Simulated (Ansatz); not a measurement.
**A computed series for hypothetical rock salt GaSb: pressure series**

The parent structure is GaSb in the rock salt structure (space group Fm-3m, No. 225; a = 5.7988 Å; a hypothetical phase, not in the database extracts checked).

Cell and atoms are relaxed at each pressure.

Method: PBE in Ansatz (plane waves to 420 eV, PAW, no spin-orbit coupling).

Notes on the quantities. enthalpy: H = E + PV relative to the base's energy.

```
case              volume per atom       enthalpy
----------------  ---------------  -------------
base                     24.37 Å³              –
pressure −2 GPa          25.38 Å³  -0.31 eV/atom
pressure −1 GPa          24.85 Å³  -0.15 eV/atom
pressure 0.3 GPa         24.24 Å³  +0.05 eV/atom
pressure 0.7 GPa         24.07 Å³  +0.11 eV/atom
pressure 1.5 GPa         23.76 Å³  +0.23 eV/atom
pressure 3 GPa           23.21 Å³  +0.44 eV/atom
pressure 5 GPa           22.59 Å³  +0.73 eV/atom
pressure 7.5 GPa         21.92 Å³  +1.08 eV/atom
pressure 10 GPa          21.35 Å³  +1.41 eV/atom
```

Load acts through the strain it causes; cell and atoms are relaxed under it. Stability against distortions was not tested. No other phases were tried under pressure. The final runs are not spin-polarised.

Ansatz is a first-principles code.
